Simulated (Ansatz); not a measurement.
Given:

```yaml
crystal:
  lattice:
    - [-3.31918, 3.31918, 3.31918]
    - [3.31918, -3.31918, 3.31918]
    - [3.31918, 3.31918, -3.31918]
  atoms:
    - { symbol: Hf, position: [0.87500, 0.25000, 0.12500] }
    - { symbol: Hf, position: [0.75000, 0.37500, 0.62500] }
    - { symbol: Hf, position: [0.62500, 0.75000, 0.37500] }
    - { symbol: Hf, position: [0.25000, 0.12500, 0.87500] }
    - { symbol: Hf, position: [0.12500, 0.87500, 0.25000] }
    - { symbol: Hf, position: [0.37500, 0.62500, 0.75000] }
    - { symbol: N, position: [0.50000, 0.00000, 0.64030] }
    - { symbol: N, position: [0.00000, 0.14030, 0.50000] }
    - { symbol: N, position: [0.85970, 0.85970, 0.85970] }
    - { symbol: N, position: [0.14030, 0.50000, 0.00000] }
    - { symbol: N, position: [0.00000, 0.64030, 0.50000] }
    - { symbol: N, position: [0.50000, 0.00000, 0.14030] }
    - { symbol: N, position: [0.64030, 0.50000, 0.00000] }
    - { symbol: N, position: [0.35970, 0.35970, 0.35970] }
```

No spin polarisation.

The values are results of PBEsol/PAW in Ansatz (a program for electronic structure), spin-orbit coupling left out, not measurements. k-mesh 6×6×6 (Γ-centred); smearing 0.05 eV (Fermi–Dirac).

Task: Predict the gap character.

Result: Direct at Γ.

Task: Predict the band gap.

Result: 1.03 eV.

With Hf present, leaving out spin-orbit coupling can change the band edges. Load acts through the strain it causes; cell and atoms are relaxed under it. Stability against distortions was not tested. The cell was made from Hf$_{3}$N$_{4}$ (space group I-43d, No. 220) by this change: pressure 1.5 GPa.
